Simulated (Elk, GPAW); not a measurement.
An Elk input for a self-consistent single point of TiNb (Cmmm, 2 atoms in the cell) (DFT, LDA (PW92), all-electron FP-LAPW, Elk's shipped species files, APW+lo basis with extra local orbitals):

```
tasks
  0

xctype
  3

rgkmax
  8.0

gmaxvr
  16.0

nxlo
  2

lorbcnd
  .true.

rmtscf
  0.97

lmaxi
  2

stype
  0

swidth
  0.00999582

avec
    3.1010500191   -4.3804701946    0.0000000000
    3.1010500191    4.3804701946    0.0000000000
    0.0000000000    0.0000000000    8.7795730887

atoms
  2   : nspecies
  'Ti.in'   : spfname
  1   : natoms; atposl, bfcmt below
  0.5000000000  0.5000000000  0.5000000000    0.0 0.0 0.0
  'Nb.in'   : spfname
  1   : natoms; atposl, bfcmt below
  0.0000000000  0.0000000000  0.0000000000    0.0 0.0 0.0

ngridk
  12 12 7
```

Q: Translate this input to GPAW.

A: This is the input that was run; spellings and numerical settings could be chosen otherwise.

```python
from ase import Atoms
from ase.units import GPa
from gpaw import GPAW, PW

atoms = Atoms(['Ti', 'Nb'],
              cell=[[1.641005, -2.318045, 0.000000],
                    [1.641005, 2.318045, 0.000000],
                    [0.000000, 0.000000, 4.645950]],
              scaled_positions=[[0.500000, 0.500000, 0.500000],
                                [0.000000, 0.000000, 0.000000]],
              pbc=True)

calc = GPAW(mode=PW(850),
            xc='LDA',
            kpts={'size': (12, 12, 7), 'gamma': True},
            occupations={'name': 'methfessel-paxton', 'width': 0.272, 'order': 0},
            nbands=-10,
            symmetry={'symmorphic': False, 'tolerance': 0.0005},
            maxiter=100)

atoms.calc = calc

energy = atoms.get_potential_energy()
print('Energy (eV):', round(energy, 6))
forces = atoms.get_forces()
print('Forces (eV/Ang):')
print(forces.round(5))
stress = atoms.get_stress()
print('Stress (GPa, Voigt):', (stress / GPa).round(4))
```

Basis settings and potentials, where a program has them, do not carry over. This input uses DFT LDA (Perdew-Wang 92), plane waves, GPAW PAW datasets LDA (gpaw-data 1.0.1). LDA parametrisations can differ slightly between programs.

The starting cell comes from a database of computed structures (which also holds hypothetical and non-ambient phases and stackings), without a prior relaxation at this level.
